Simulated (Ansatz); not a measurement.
Worked calculations on one periodic cell of amorphous Si₂₄O₅₁Sc₂: Si24O51Sc2, 77 atoms, volume 1152.2 Å³, made by a melt-quench on the CHGNet potential and relaxed with DFT. O atoms were pushed apart under 1.9 Å during the dynamics, to hinder bonds among them. It is a model cell: composition and starting density were chosen by hand, and all elements were melted together. Cycles of charging were run to anneal it. Level of theory: PBE, scalar-relativistic without spin-orbit coupling (plane waves to 420 eV, PAW; Ansatz, a program for electronic structure). Sampling: a 2×2×2 Γ-centred mesh; Fermi-Dirac width 0.02 eV; no spin polarisation. Its volume was held where the quench left it, its shape was free, and it stands at a mean pressure of 0.7 GPa with stress components up to 0.7 GPa; the relaxation ran on the zone centre alone. Its density went from a set 2.28 to 2.28 g/cm³. The cell is small and was quenched far faster than a real film, so it is one sample of the glass.

Problem. Count formal charges (Si +4, O -2, Sc +3). What does the count lead one to expect at the Fermi level, and what does the calculation give?

Solution. 24 × (+4) + 51 × (-2) + 2 × (+3) = 0. The charges balance, so the anion-derived valence states can be full and a gap can open. On this mesh the highest filled and lowest empty level lie 4.35 eV apart; localised defect or tail levels set that (at the zone centre the more localised edge state sits most on one O atom with neighbours Si 1.61 Å, Sc 2.01 Å), and the nearest spread-out levels lie 6.5 eV apart.

Four energies for an added electron at PBE on the zone centre alone (charged cells in a uniform background, spin-polarised): neutral at the neutral geometry -48554.096 eV; charged at the neutral geometry -48547.773 eV; charged and relaxed -48547.911 eV; neutral at the charged geometry -48553.878 eV.

Problem. Find the two relaxation energies and their sum, the reorganisation energy.

Solution. On charging: -48547.773 − (-48547.911) = 0.138 eV. On discharging: -48553.878 − (-48554.096) = 0.218 eV. The sum is 0.356 eV. The carrier's level spreads over 6 of the 77 atoms' worth, so it counts as partly localised, most on one Sc atom with neighbours O 1.91 Å, O 1.94 Å, O 1.95 Å, O 2.31 Å (neutral geometry). The values are uncorrected: the image energy of a point charge in this cell, 2.84 × 14.40 / (2 × 10.5) = 1.9 eV before screening, is screened by electrons alone at the fixed geometry and by ions too after relaxing, and the carrier can be spread before it relaxes, so each term can be off by up to that value times 1/ε∞, some tenths of an eV. PBE's self-interaction favours spread-out carriers, so a hybrid can localise more.

Four energies for a hole at PBE on the zone centre alone (charged cells in a uniform background, spin-polarised): neutral at the neutral geometry -48554.096 eV; charged at the neutral geometry -48555.525 eV; charged and relaxed -48555.761 eV; neutral at the charged geometry -48553.326 eV.

Problem. Find the two relaxation energies and their sum, the reorganisation energy.

Solution. On charging: -48555.525 − (-48555.761) = 0.236 eV. On discharging: -48553.326 − (-48554.096) = 0.770 eV. The sum is 1.006 eV. The carrier's level spreads over 3 of the 77 atoms' worth, so it counts as localised, most on one O atom with neighbours Si 1.61 Å, Sc 2.01 Å (neutral geometry). The values are uncorrected: the image energy of a point charge in this cell, 2.84 × 14.40 / (2 × 10.5) = 1.9 eV before screening, is screened by electrons alone at the fixed geometry and by ions too after relaxing, and the carrier can be spread before it relaxes, so each term can be off by up to that value times 1/ε∞, some tenths of an eV. PBE's self-interaction favours spread-out carriers, so a hybrid can localise more.
